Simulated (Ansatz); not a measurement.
The starting structures come from a database of crystals and need not be the phases stable at ambient conditions.

Consider the following.

```yaml
crystal:
  lattice:
    - [6.39640, 0.00000, 0.00000]
    - [0.00000, 7.28501, 0.00000]
    - [0.00000, 0.00000, 6.10021]
  atoms:
    - { symbol: Zn, position: [0.34971, 0.50000, 0.34367] }
    - { symbol: Zn, position: [0.65029, 0.00000, 0.84367] }
    - { symbol: Si, position: [0.32952, 0.00000, 0.34515] }
    - { symbol: Si, position: [0.67048, 0.50000, 0.84515] }
    - { symbol: Cu, position: [0.82798, 0.24724, 0.33371] }
    - { symbol: Cu, position: [0.17202, 0.25276, 0.83371] }
    - { symbol: Cu, position: [0.82798, 0.75276, 0.33371] }
    - { symbol: Cu, position: [0.17202, 0.74724, 0.83371] }
    - { symbol: S, position: [0.64418, 0.00000, 0.46130] }
    - { symbol: S, position: [0.35582, 0.50000, 0.96130] }
    - { symbol: S, position: [0.16588, 0.23760, 0.46307] }
    - { symbol: S, position: [0.83412, 0.26240, 0.96307] }
    - { symbol: S, position: [0.16588, 0.76240, 0.46307] }
    - { symbol: S, position: [0.83412, 0.73760, 0.96307] }
    - { symbol: S, position: [0.68089, 0.50000, 0.49423] }
    - { symbol: S, position: [0.31911, 0.00000, 0.99423] }
```

Space group of this cell: Pmn2_1. The cell is taken as given; by PBEsol its mean pressure is -0.8 GPa.

Transport runs along the normal of the first two printed cell vectors.

The gap is the functional's own. No spin-orbit coupling. Mid-gap values are interpolated on the energy grid.

Q: State the band gap and the smallest decay constant κ at mid-gap according to PBEsol run with Ansatz (an electronic-structure program).

A: Gap 1.37 eV on a 6×4×6 mesh; κ = 0.138 1/Å, at the zone centre.
